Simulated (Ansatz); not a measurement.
**TaSe₂ (P6₃/mmc, No. 194; undistorted form, which takes a superstructure on cooling)**

Level of theory: LDA (plane waves, PAW; Ansatz, a quantum-chemistry and plane-wave program).

Cell: relaxed at this level.

```json
{
  "interlayer_binding_energy": "18.3 meV/Å²",
  "layer_repeat_distance": "6.113 Å",
  "gap_between_the_layers": "2.795 Å"
}
```

Note: the volume lies 6 % below that of the published cell.

Spin–orbit coupling is not included.

Static lattice: no zero-point or thermal effects.

It cost roughly 5 core-minutes of CPU time.
